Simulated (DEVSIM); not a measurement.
Structure: Ru/HfO2/p-In0.53Ga0.47As capacitor, at 300 K.

```
layer (left to right)        material  thickness (nm)  Na (cm⁻³)
---------------------  --------------  --------------  ---------
1                                HfO2            27.0          -
2                      In0.53Ga0.47As             770     5.4e17
```

Metal gate on the left, work function 4.7 eV. Fixed charge at the semiconductor interface 2.5e12 cm⁻² (in units of +e); no interface traps.

Constants are typed, rounded textbook-type inputs, not results; the design itself was drawn at random and stands for no fabricated device. Values at 300 K; Nc and Nv go as T^1.5, mobilities as T to minus their exponent, the gap by Varshni's rule with the affinity fixed.

```
parameter         HfO2  In0.53Ga0.47As
----------------  ----  --------------
gap (eV)           5.7            0.74
affinity (eV)      2.5            4.51
permittivity        22            13.9
Nc (cm⁻³)            -          2.1e17
Nv (cm⁻³)            -          7.7e18
Varshni α (eV/K)     -         0.00035
Varshni β (K)        -             190
```

DEVSIM, 1D Poisson equation in equilibrium, Boltzmann statistics, complete ionisation; no quantum confinement or tunnelling. Metal contacts follow the ideal Schottky-Mott rule: no Fermi-level pinning, no interface dipoles.

The temperature was swept, all else fixed.

| temperature (K) | flat-band voltage (V) | minimum of the low-frequency capacitance (μF/cm²) |
|---|---|---|
| 250 | -1.07 | 0.212 |
| 300 | -1.04 | 0.220 |
| 350 | -1.00 | 0.226 |
| 400 | -0.97 | 0.235 |
| 450 | -0.93 | 0.247 |
| 500 | -0.90 | 0.257 |

From the first row to the last the flat-band voltage goes from -1.07 to -0.90. From the first row to the last the minimum of the low-frequency capacitance goes from 0.212 to 0.257.
